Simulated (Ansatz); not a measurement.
The starting structures come from a database of crystals and need not be the phases stable at ambient conditions.

Inside the gap of an insulator the Bloch states are evanescent, with a wavenumber k + iκ along the transport direction.

Data:

```yaml
crystal:
  lattice:
    - [8.94319, 0.00000, 0.00000]
    - [-4.47159, 7.74503, 0.00000]
    - [0.00000, 0.00000, 3.96601]
  atoms:
    - { symbol: K, position: [0.00000, 0.40413, 0.50000] }
    - { symbol: K, position: [0.40414, 0.00000, 0.50000] }
    - { symbol: K, position: [0.59586, 0.59586, 0.50000] }
    - { symbol: Nb, position: [0.00000, 0.75299, 0.00000] }
    - { symbol: Nb, position: [0.75299, 0.00000, 0.00000] }
    - { symbol: Nb, position: [0.24701, 0.24701, 0.00000] }
    - { symbol: B, position: [0.66667, 0.33333, 0.00000] }
    - { symbol: B, position: [0.33333, 0.66667, 0.00000] }
    - { symbol: O, position: [0.31449, 0.50411, 0.00000] }
    - { symbol: O, position: [0.18963, 0.68551, 0.00000] }
    - { symbol: O, position: [0.49589, 0.81037, 0.00000] }
    - { symbol: O, position: [0.81037, 0.49589, 0.00000] }
    - { symbol: O, position: [0.50411, 0.31449, 0.00000] }
    - { symbol: O, position: [0.68551, 0.18963, 0.00000] }
    - { symbol: O, position: [0.00000, 0.73563, 0.50000] }
    - { symbol: O, position: [0.73564, 0.00000, 0.50000] }
    - { symbol: O, position: [0.26437, 0.26436, 0.50000] }
    - { symbol: O, position: [0.00000, 0.17792, 0.00000] }
    - { symbol: O, position: [0.17792, 0.00000, 0.00000] }
    - { symbol: O, position: [0.82207, 0.82208, 0.00000] }
```

Space group of this cell: P-62m. The cell is taken as given; by r2SCAN its mean pressure is -6.8 GPa.

Transport runs along the normal of the first two printed cell vectors, the (001) plane of the conventional cell.

The gap is the functional's own. No spin-orbit coupling. Mid-gap values are interpolated on the energy grid.

### Question
Estimate the band gap and the smallest decay constant κ at mid-gap that Ansatz (a first-principles code) with r2SCAN returns for this system.

### Answer
Gap 2.39 eV on a 6×6×8 mesh; κ = 0.289 1/Å, at (0.333, 0.333) of the in-plane reciprocal vectors. At the zone centre, at the nearest computed energy, the slowest state has κ = 0.30 1/Å.
